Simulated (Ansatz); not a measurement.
Consider the formation energy of F_i in W (bcc, Im-3m). Reaction: 64 W (bcc) + 1/2 F2 (gas) → cell A.

Cell A: a supercell of 64 sites of W (bcc, Im-3m) with F off the lattice sites (4 W at 2.03 Å); spin state with PBE: run without spin, k-point mesh 4×4×4.
```yaml
crystal:
  lattice:
    - [11.02867, 0.00000, 0.00000]
    - [-3.67622, 10.39793, 0.00000]
    - [-3.67622, -5.19897, 9.00487]
  atoms:
    - { symbol: W, position: [0.00306, 0.00249, 0.00195] }
    - { symbol: W, position: [0.00017, 0.00010, 0.25023] }
    - { symbol: W, position: [0.99952, 0.99989, 0.49941] }
    - { symbol: W, position: [0.00220, 0.00259, 0.74961] }
    - { symbol: W, position: [0.99978, 0.25024, 0.99956] }
    - { symbol: W, position: [0.99977, 0.24990, 0.24983] }
    - { symbol: W, position: [0.99958, 0.24954, 0.50003] }
    - { symbol: W, position: [0.99952, 0.25011, 0.74963] }
    - { symbol: W, position: [0.00022, 0.50025, 0.00047] }
    - { symbol: W, position: [0.00004, 0.50025, 0.24978] }
    - { symbol: W, position: [0.99977, 0.49994, 0.49987] }
    - { symbol: W, position: [0.00017, 0.49994, 0.75007] }
    - { symbol: W, position: [0.00163, 0.74997, 0.00166] }
    - { symbol: W, position: [0.00022, 0.74975, 0.24996] }
    - { symbol: W, position: [0.99978, 0.75022, 0.49954] }
    - { symbol: W, position: [0.00306, 0.75111, 0.75057] }
    - { symbol: W, position: [0.25114, 0.00052, 0.00062] }
    - { symbol: W, position: [0.25044, 0.99976, 0.25022] }
    - { symbol: W, position: [0.24932, 0.99976, 0.49954] }
    - { symbol: W, position: [0.24938, 0.00052, 0.74989] }
    - { symbol: W, position: [0.24938, 0.24948, 0.99886] }
    - { symbol: W, position: [0.24805, 0.24751, 0.24694] }
    - { symbol: W, position: [0.24856, 0.24887, 0.49878] }
    - { symbol: W, position: [0.24702, 0.24741, 0.74961] }
    - { symbol: W, position: [0.24932, 0.49978, 0.99956] }
    - { symbol: W, position: [0.24834, 0.50003, 0.24837] }
    - { symbol: W, position: [0.24494, 0.49857, 0.49638] }
    - { symbol: W, position: [0.24856, 0.49978, 0.74969] }
    - { symbol: W, position: [0.25044, 0.75022, 0.00068] }
    - { symbol: W, position: [0.24953, 0.74975, 0.24978] }
    - { symbol: W, position: [0.24834, 0.74997, 0.49832] }
    - { symbol: W, position: [0.24805, 0.75111, 0.75055] }
    - { symbol: W, position: [0.50039, 0.00259, 0.00298] }
    - { symbol: W, position: [0.50037, 0.99989, 0.25048] }
    - { symbol: W, position: [0.49993, 0.00010, 0.49987] }
    - { symbol: W, position: [0.49943, 0.00249, 0.75055] }
    - { symbol: W, position: [0.50011, 0.24948, 0.00062] }
    - { symbol: W, position: [0.50039, 0.24741, 0.24780] }
    - { symbol: W, position: [0.50031, 0.24887, 0.50009] }
    - { symbol: W, position: [0.49945, 0.24751, 0.75057] }
    - { symbol: W, position: [0.49945, 0.49889, 0.00195] }
    - { symbol: W, position: [0.49943, 0.49889, 0.24694] }
    - { symbol: W, position: [0.49225, 0.48229, 0.47454] }
    - { symbol: W, position: [0.49005, 0.48229, 0.75775] }
    - { symbol: W, position: [0.50031, 0.75022, 0.00144] }
    - { symbol: W, position: [0.49993, 0.75006, 0.24983] }
    - { symbol: W, position: [0.49781, 0.75143, 0.49638] }
    - { symbol: W, position: [0.49225, 0.76771, 0.75995] }
    - { symbol: W, position: [0.75122, 0.00113, 0.00144] }
    - { symbol: W, position: [0.74997, 0.00046, 0.25042] }
    - { symbol: W, position: [0.75049, 0.00046, 0.50003] }
    - { symbol: W, position: [0.74991, 0.00113, 0.74969] }
    - { symbol: W, position: [0.75046, 0.25024, 0.00068] }
    - { symbol: W, position: [0.75059, 0.25011, 0.25048] }
    - { symbol: W, position: [0.74997, 0.24954, 0.49951] }
    - { symbol: W, position: [0.75013, 0.24990, 0.75007] }
    - { symbol: W, position: [0.75168, 0.50003, 0.00166] }
    - { symbol: W, position: [0.75046, 0.49978, 0.25022] }
    - { symbol: W, position: [0.75122, 0.49978, 0.50009] }
    - { symbol: W, position: [0.75362, 0.49857, 0.75219] }
    - { symbol: W, position: [0.75362, 0.75143, 0.00506] }
    - { symbol: W, position: [0.75013, 0.75006, 0.25023] }
    - { symbol: W, position: [0.74991, 0.75022, 0.49878] }
    - { symbol: W, position: [0.77546, 0.76771, 0.75775] }
    - { symbol: F, position: [0.56250, 0.62500, 0.68750] }
```

Reference: W (bcc, Im-3m), 64 atoms in the cell, the relaxed perfect crystal repeated, atoms not moved again; spin state with PBE: run without spin, k-point mesh 4×4×4 on the run's own vectors.

Reference: an isolated F2 molecule (singlet) in a box of 11 × 11 × 13 Å.

Computed with Ansatz (plane waves, PAW), its default PAW set, cutoff 420 eV, 500 eV for r2SCAN. The structures are at rest with PBE, within the held lattices; other levels are single points on them. Neutral cells; Fermi-Dirac smearing of at most 0.10 eV in the solids, energies taken to zero width. The lattices are those relaxed with PBE, so at other levels the solids can be strained, which adds to the spread. Larger cells are relaxed from a start prepared with the learned potential CHGNet, on a coarser mesh till forces fall under 0.03 eV/Å, which some starts already meet. A dispersion term (D3(BJ), or D4 for r2SCAN) was computed beside these levels and is taken off wherever the name lacks it. Static lattices, no vibrational contributions. No structure search was made; lower ones may exist. Spin-orbit coupling is left out. The d electrons get no Hubbard U. Values are for these cell sizes. Mesh and cell size may move defect energies by 0.1 eV or more. Cell A has symmetry I-4m2 within 0.02 Å and got no random move, so less symmetric positions, which may lie lower, weren't tried.

Problem. What value does r2SCAN give?

Solution. 2.55 eV, for 64 W (bcc) + 1/2 F2 (gas) → cell A.

Problem. How does the value move with the functional?

Solution. 
```json
[
 {"Level": "PBE", "value (eV)": "3.02", "less r2SCAN": "0.47"}
]
```

The levels shown span 0.47 eV, from r2SCAN (2.55) to PBE (3.02).

Ansatz is a first-principles code.
